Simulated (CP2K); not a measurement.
# A self-consistent single point of Al₂Pd (Fm-3m, 3 atoms in the cell) with CP2K

Method: PBEsol, GPW, DZVP-MOLOPT-SR-GTH basis, GTH-PBE potentials (GTH_POTENTIALS) run with CP2K 2026.2.

Input:

```
&GLOBAL
  PROJECT scf
  RUN_TYPE ENERGY_FORCE
  PRINT_LEVEL MEDIUM
&END GLOBAL
&FORCE_EVAL
  METHOD Quickstep
  STRESS_TENSOR ANALYTICAL
  &DFT
    BASIS_SET_FILE_NAME BASIS_MOLOPT
    POTENTIAL_FILE_NAME GTH_POTENTIALS
    &QS
      METHOD GPW
      EPS_DEFAULT 1E-10
    &END QS
    &MGRID
      CUTOFF 500
      REL_CUTOFF 60
      NGRIDS 5
    &END MGRID
    &SCF
      SCF_GUESS ATOMIC
      EPS_SCF 1E-6
      MAX_SCF 100
      ADDED_MOS 5
      &DIAGONALIZATION
        ALGORITHM STANDARD
      &END DIAGONALIZATION
      &MIXING
        METHOD BROYDEN_MIXING
        ALPHA 0.2
        NBUFFER 8
      &END MIXING
      &SMEAR ON
        METHOD GAUSSIAN
        SIGMA [eV] 0.136
      &END SMEAR
    &END SCF
    &KPOINTS
      SCHEME MONKHORST-PACK 7 7 7
    &END KPOINTS
    &XC
      &XC_FUNCTIONAL
        &PBE
          PARAMETRIZATION PBESOL
        &END PBE
      &END XC_FUNCTIONAL
    &END XC
    &PRINT
      &MO
        EIGENVALUES T
        OCCUPATION_NUMBERS T
        NDIGITS 8
        FILENAME mo
        &EACH
          QS_SCF 0
        &END EACH
        ADD_LAST NUMERIC
      &END MO
      &MULLIKEN ON
      &END MULLIKEN
    &END PRINT
  &END DFT
  &SUBSYS
    &CELL
      ABC 4.17127200 4.17127242 4.17127269
      ALPHA_BETA_GAMMA 59.99999981 60.00000549 60.00000331
      PERIODIC XYZ
    &END CELL
    &COORD
      SCALED
      Al       0.25000000     0.25000000     0.25000000
      Al       0.75000000     0.75000000     0.75000000
      Pd       0.00000000     0.00000000     0.00000000
    &END COORD
    &KIND Al
      BASIS_SET DZVP-MOLOPT-SR-GTH
      POTENTIAL GTH-PBE-q3
    &END KIND
    &KIND Pd
      BASIS_SET DZVP-MOLOPT-SR-GTH
      POTENTIAL GTH-PBE-q18
    &END KIND
  &END SUBSYS
  &PRINT
    &FORCES ON
    &END FORCES
    &STRESS_TENSOR ON
    &END STRESS_TENSOR
  &END PRINT
&END FORCE_EVAL
```

Output (repeated stretches shortened):

```
 GLOBAL| Method name                                                        CP2K
 GLOBAL| Project name                                                        scf
 GLOBAL| Run type                                                   ENERGY_FORCE

 CELL| Volume [angstrom^3]:                                            51.320476
 CELL| Vector a [angstrom]:       4.171     0.000     0.000   |a| =     4.171272
 CELL| Vector b [angstrom]:       2.086     3.612     0.000   |b| =     4.171272
 CELL| Vector c [angstrom]:       2.086     1.204     3.406   |c| =     4.171273
 CELL| Angle (b,c), alpha [degree]:                                    60.000000
 CELL| Angle (a,c), beta  [degree]:                                    60.000005
 CELL| Angle (a,b), gamma [degree]:                                    60.000003
 CELL| Numerically orthorhombic:                                              NO
 CELL| Periodicity                                                           XYZ

 DFT| Spin restricted Kohn-Sham (RKS) calculation                            RKS
 DFT| Multiplicity                                                             1
 DFT| Number of spin states                                                    1
 DFT| Charge                                                                   0
 DFT| XC density smoothing                                                  NONE
 DFT| XC derivatives                                                          PW

 QS| Method:                                                                 GPW
 QS| Density plane wave grid type                        NON-SPHERICAL FULLSPACE
 QS| Number of grid levels:                                                    5
 QS| Density cutoff [a.u.]:                                                250.0
 QS| Multi grid cutoff [a.u.]: 1) grid level                               250.0
   [... lines left out ...]
 BRILLOUIN| Wavefunction type                                            COMPLEX
 BRILLOUIN| List of Kpoints [2 Pi/Bohr]                                      172
 BRILLOUIN| Number           Weight            X              Y              Z
 BRILLOUIN|     1           0.00583       -0.42857       -0.42857       -0.42857
 BRILLOUIN|     2           0.00583       -0.42857       -0.42857       -0.28571
 BRILLOUIN|     3           0.00583       -0.42857       -0.42857       -0.14286
   [... 169 lines left out ...]
 *******************************************************************************

 Extrapolation method: initial_guess

 Re-scaling the density matrix to get the right number of electrons
                  # Electrons              Trace(P)               Scaling factor
                           24                24.000                        1.000

 Number of electrons:                                                         24
 Number of occupied orbitals:                                                 12
 Number of molecular orbitals:                                                17

 Number of orbital functions:                                                 51
 Number of independent orbital functions:                                     51
 SCF WAVEFUNCTION OPTIMIZATION

  Step     Update method      Time    Convergence         Total energy    Change
     1 NoMix/Diag. 0.20E+00      -     1.18165750      -131.8986622919 -1.32E+02
     2 Broy./Diag. 0.20E+00      -     0.26278224      -136.5599805116 -4.66E+00
     3 Broy./Diag. 0.20E+00      -     0.04098479      -132.1551239996  4.40E+00
     4 Broy./Diag. 0.20E+00      -     0.02874062      -131.3406217795  8.15E-01
     5 Broy./Diag. 0.20E+00      -     0.01296890      -131.0613831469  2.79E-01
     6 Broy./Diag. 0.20E+00      -     0.00136283      -131.3141846672 -2.53E-01
     7 Broy./Diag. 0.20E+00      -     0.00053503      -131.3334059062 -1.92E-02
     8 Broy./Diag. 0.20E+00      -     0.00010285      -131.3269905505  6.42E-03
     9 Broy./Diag. 0.20E+00      -     0.00001161      -131.3253642059  1.63E-03
    10 Broy./Diag. 0.20E+00      -     0.00000907      -131.3256863450 -3.22E-04
    11 Broy./Diag. 0.20E+00      -     0.00000046      -131.3258520914 -1.66E-04
  *** SCF run converged in    11 steps ***

  Electronic density on regular grids:        -24.0000000003       -0.0000000003
  Core density on regular grids:               23.9999999978       -0.0000000022
  Total charge density on r-space grids:       -0.0000000025
  Total charge density g-space grids:          -0.0000000025

  Overlap energy of the core charge distribution:               0.00000000000020
  Self energy of the core charge distribution:               -234.20748078006861
  Core Hamiltonian energy:                                     54.97751566449811
  Hartree energy:                                              62.00234619087368
  Exchange-correlation energy:                                -14.09735719440654
  Smearing free energy correction:                             -0.00087597260606
  Fermi energy:                                                 0.30936457048292

  Total energy:                                              -131.32585209141698
  Total energy (extrapolated to sigma->0):                   -131.32541410511394

                     Mulliken Population Analysis

 #  Atom  Element  Kind  Atomic population                           Net charge
       1     Al       1          2.459179                              0.540821
       2     Al       1          2.459187                              0.540813
       3     Pd       2         19.081633                             -1.081633
 # Total charge                             24.000000                  0.000000

 ENERGY| Total FORCE_EVAL ( QS ) energy [hartree]           -131.325847895875029

 FORCES| Atomic forces [hartree/bohr]
 FORCES|   Atom     x               y               z               |f|
 FORCES|      1  1.27780693E-11 -1.44693088E-07 -2.50194874E-08   1.46840270E-07
 FORCES|      2 -1.27748359E-11  1.47256809E-07  6.09161003E-08   1.59359152E-07
 FORCES|      3 -8.16480590E-14 -1.45913501E-09 -3.52539115E-08   3.52840949E-08
 FORCES| Sum    -7.84146909E-14  1.10458577E-09  6.42701426E-10
 FORCES| Total atomic force                                       1.27795730E-09

 STRESS| Analytical stress tensor [bar]
 STRESS|                        x                   y                   z
 STRESS|      x        9.58084215173E+03   3.41656563630E-03   2.43774980528E-03
 STRESS|      y        3.41656563630E-03   9.58087003052E+03  -1.05680120428E-01
 STRESS|      z        2.43774980528E-03  -1.05680120428E-01   9.58118545972E+03
 STRESS| 1/3 Trace                                             9.58096588066E+03
```

The run converged in 11 iterations.

The starting cell comes from a database of computed structures (which also holds hypothetical and non-ambient phases and stackings), without a prior relaxation at this level. Spin polarisation is off. Values carry the incompleteness of an atom-centred basis. The potentials were made for another functional than the one used.
